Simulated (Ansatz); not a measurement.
Pressure series in Ge3N4

Consider Ge₃N₄ (space group P6_3/m, No. 176; a = 8.1295 Å, c = 3.1141 Å).

Cell and atoms are relaxed at each pressure.

All numbers come from PBE (Ansatz, a quantum-chemistry and plane-wave program), without spin-orbit coupling.

```json
[
 {"pressure (GPa)": "-2", "band gap (eV)": "1.69"},
 {"pressure (GPa)": "-1", "band gap (eV)": "1.76"},
 {"pressure (GPa)": "0", "band gap (eV)": "1.82"},
 {"pressure (GPa)": "0.3", "band gap (eV)": "1.84"},
 {"pressure (GPa)": "0.7", "band gap (eV)": "1.87"},
 {"pressure (GPa)": "3", "band gap (eV)": "?"},
 {"pressure (GPa)": "5", "band gap (eV)": "2.12"},
 {"pressure (GPa)": "7.5", "band gap (eV)": "2.26"},
 {"pressure (GPa)": "10", "band gap (eV)": "2.39"}
]
```

Question: Fit E_g = E₀ + αP + βP² to the rows shown and predict the withheld row.

Answer: Least squares on the printed values gives E₀ = 1.82 eV, α = 63.4 meV/GPa, β = -0.66 meV/GPa² (largest residual 0.00 eV); this predicts 2.01 eV, and the run gives 2.01 eV, in agreement.

Load acts through the strain it causes; cell and atoms are relaxed under it. No phonon test of stability was made. Competing high-pressure phases were not computed.
